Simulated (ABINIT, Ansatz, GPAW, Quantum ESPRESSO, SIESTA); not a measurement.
**Code comparison for Be (P6_3/mmc, 4 atoms in the cell)**

Self-consistent single point, at a second geometry (lattice scaled by 0.98). First geometry:

```xyz
4
Lattice="2.2628 0.0000 0.0000 -1.1314 1.9596 0.0000 0.0000 0.0000 7.2804" Properties=species:S:1:pos:R:3 pbc="T T T"
Be     0.0000     0.0000     0.0000
Be     0.0000     0.0000     3.6402
Be     0.0000     1.3064     1.8201
Be     1.1314     0.6532     5.4603
```

Shared settings, as Ansatz (a first-principles code) writes them: kpoints.mp_grid.grid = 22 22 6; scf.occupations.method = gaussian; scf.occupations.width = 0.2 eV. Potentials and cutoffs stand in the table.

| code | model | ΔF from the first geometry (meV/atom) | pressure (GPa) | cutoff |
|---|---|---|---|---|
| GPAW | PBE, GPAW PAW datasets PBE (gpaw-data 1.0.1) | 8.1 | 6.89 | 800 eV |
| Ansatz | PBE, default PAW files | 3.1 | 4.99 | 420 eV |
| ABINIT | PBE, norm-conserving pseudopotentials (PseudoDojo nc-sr-05 PBE standard) | 5.9 | 6.04 | 44 Ha |
| Quantum ESPRESSO | PBE, GBRV 1.5 ultrasoft (PBE) pseudopotentials | 4.7 | 5.05 | 40 Ry |
| SIESTA | GGA PBE, numerical atomic orbitals DZP, PseudoDojo PBE standard norm-conserving potentials (rewritten from UPF to PSML) | 7.6 | 6.92 | grid 300 Ry |

For Quantum ESPRESSO (by 0.6 GPa) the energy change implies a higher mean pressure, against the two pressures, than for the other programs: a sign of finite-basis (Pulay) stress.

The spread over the programs that give each value: ΔF from the first geometry within 5.0 meV/atom; pressure within 1.93 GPa.

SIESTA uses small atom-centred bases, whose incompleteness enters pressures, forces and empty levels differently from a plane-wave cutoff. Ansatz's pressure is given at a fixed set of plane waves, as the other plane-wave codes print theirs; with its correction for the finite basis it is 5.04 GPa. In the pressure, GPAW (by 1.34) and SIESTA (by 1.37) lie more than 1 GPa from the median of the plane-wave programs.

The starting cell was generated: these elements placed on a structure prototype, without a prior relaxation; it need not be a known phase or ordering of this composition. Its lattice was rescaled by a random factor within 2.5 % of one. For this run, on top of that: lattice scaled by 0.98.

Left out of this page: FLEUR (not drawn, or without a comparable value).

Keys are those of Ansatz 0.2.
